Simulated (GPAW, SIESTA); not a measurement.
A GPAW input for a self-consistent single point of Zn₂GaCuSe₄ (P1, 8 atoms in the cell) (DFT LDA (Perdew-Wang 92), plane waves, GPAW PAW datasets LDA (gpaw-data 1.0.1)):

```python
from ase import Atoms
from ase.units import GPa
from gpaw import GPAW, PW, FermiDirac

atoms = Atoms(['Zn', 'Zn', 'Ga', 'Cu', 'Se', 'Se', 'Se', 'Se'],
              cell=[[-2.853300, 2.853300, 5.682075],
                    [2.853300, -2.853300, 5.682075],
                    [2.853300, 2.853300, -5.682075]],
              positions=[[-0.001718, 2.913567, 2.886574],
                         [2.862043, -0.004794, 2.807479],
                         [0.004448, -0.039173, 5.717707],
                         [-0.053140, -0.069278, -0.014751],
                         [1.395726, 1.440329, -1.406041],
                         [-1.407867, 1.442021, 7.103849],
                         [1.471855, 1.435236, 4.310382],
                         [1.435253, -1.411308, 7.005175]],
              pbc=True)

calc = GPAW(mode=PW(800),
            xc='LDA',
            kpts=(3, 3, 3),
            occupations=FermiDirac(0.02),
            nbands=-6,
            convergence={'density': 1e-05, 'bands': -4},
            symmetry={'symmorphic': False, 'tolerance': 0.0005},
            maxiter=120)

atoms.calc = calc

energy = atoms.get_potential_energy()
print('Energy (eV):', round(energy, 6))
forces = atoms.get_forces()
print('Forces (eV/Ang):')
print(forces.round(5))
stress = atoms.get_stress()
print('Stress (GPa, Voigt):', (stress / GPa).round(4))
```

### Question
Write the same calculation as an input for SIESTA.

### Answer
One input that does it (others would too):

```
# files in the folder: Zn.psml Ga.psml Cu.psml Se.psml (PseudoDojo LDA standard)
SystemName  Zn2GaCuSe4
SystemLabel zn2gacuse4

NumberOfAtoms                8
NumberOfSpecies              4
%block ChemicalSpeciesLabel
  1 30 Zn
  2 31 Ga
  3 29 Cu
  4 34 Se
%endblock ChemicalSpeciesLabel
LatticeConstant              1.0 Ang
%block LatticeVectors
    -2.853300000    2.853300000    5.682075000
     2.853300000   -2.853300000    5.682075000
     2.853300000    2.853300000   -5.682075000
%endblock LatticeVectors
AtomicCoordinatesFormat      Ang
%block AtomicCoordinatesAndAtomicSpecies
    -0.001717687    2.913567403    2.886573649  1
     2.862042511   -0.004793544    2.807479165  1
     0.004448295   -0.039172956    5.717707292  2
    -0.053139859   -0.069278124   -0.014750667  3
     1.395725935    1.440328720   -1.406040823  4
    -1.407866726    1.442020727    7.103849489  4
     1.471854832    1.435235580    4.310382320  4
     1.435252700   -1.411307806    7.005174574  4
%endblock AtomicCoordinatesAndAtomicSpecies

XC.functional                LDA
XC.authors                   PW92
PAO.BasisSize                DZP
PAO.EnergyShift              0.005 Ry
MeshCutoff                   350 Ry
%block kgrid.MonkhorstPack
    3   0   0  0.0
    0   3   0  0.0
    0   0   3  0.0
%endblock kgrid.MonkhorstPack
OccupationFunction           FD
ElectronicTemperature        0.02 eV

MaxSCFIterations             150
SCF.Mixer.Method             Broyden
SCF.Mixer.Weight             0.2
SCF.Mixer.History            8
SCF.DM.Tolerance             1.0E-05
Diag.ParallelOverK           true
WriteForces                  true
Charge.Mulliken              end
```

Basis settings and potentials, where a program has them, do not carry over. This input uses DFT, LDA PW92, numerical atomic orbitals DZP, PseudoDojo LDA standard norm-conserving potentials (rewritten from UPF to PSML). LDA parametrisations can differ slightly between programs.

The starting cell comes from a database of computed structures (which also holds hypothetical and non-ambient phases and stackings), without a prior relaxation at this level. For this run, on top of that: atoms moved at random.
